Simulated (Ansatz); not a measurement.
## A computed series for Si: pressure series

Start from Si in the diamond structure (space group Fd-3m, No. 227; a = 5.444 Å).

Cell and atoms are relaxed at each pressure.

The values are results of r2SCAN in Ansatz (plane waves to 500 eV, PAW, without spin-orbit coupling), not measurements.

Candidates:
(a) pressure 4.5 GPa
(b) pressure 9 GPa
(c) pressure −2 GPa
(d) pressure 22.5 GPa

For the base:

| Item | Value |
|---|---|
| Band gap | 0.78 eV |

### Question
Order them by band gap, lowest first.

### Answer
(d) pressure 22.5 GPa (0.43 eV), (b) pressure 9 GPa (0.62 eV), (a) pressure 4.5 GPa (0.70 eV), (c) pressure −2 GPa (0.81 eV)

Load acts through the strain it causes; cell and atoms are relaxed under it. Whether these cells are dynamically stable was not tested. Measured, Si leaves this structure (for the β-tin structure) near 12 GPa (room temperature; as listed in arXiv:1906.07825).

Ansatz is a program for electronic structure.
